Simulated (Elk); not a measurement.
Band structure of CdAg (R-3m, 2 atoms in the cell).

```
CELL_PARAMETERS angstrom
      1.47505     0.85162     4.67050
     -1.47505     0.85162     4.67050
      0.00000    -1.70324     4.67050
ATOMIC_POSITIONS crystal
  Cd 0.50000 0.50000 0.50000
  Ag 0.00000 0.00000 0.00000
```

Level of theory: LDA (PW92), all-electron FP-LAPW, Elk's shipped species files, APW+lo basis with extra local orbitals (Elk 10.2.4).

Settings: xctype = 3; rgkmax = 8; stype = 3; swidth = 0.00183747 Ha; ngridk = 10 10 10; gmaxvr = 14 1/bohr; nxlo = 2; lorbcnd = true; rmtscf = 0.99; lmaxi = 3.

The starting cell comes from a database of computed structures (which also holds hypothetical and non-ambient phases and stackings), without a prior relaxation at this level. Its lattice was rescaled by a random factor within 2.5 % of one. Values depend on the basis (sphere radii, cutoffs, local orbitals), which need not be converged.

Levels in eV from the Fermi level, bands 16 to 23:
```tsv
point	16	17	18	19	20	21	22	23
B	-4.77	-4.27	0.91	1.65	1.70	2.54	7.04	7.31
Z	-4.93	-4.93	-4.15	-4.15	9.49	9.90	14.61	15.35
Γ	-4.85	-4.02	-4.02	-1.66	1.71	13.56	14.71	14.95
X	-4.78	-4.34	0.99	1.33	1.79	3.57	5.32	8.82
```

Bands cross the Fermi level along this path, so the cell is metallic at this level.
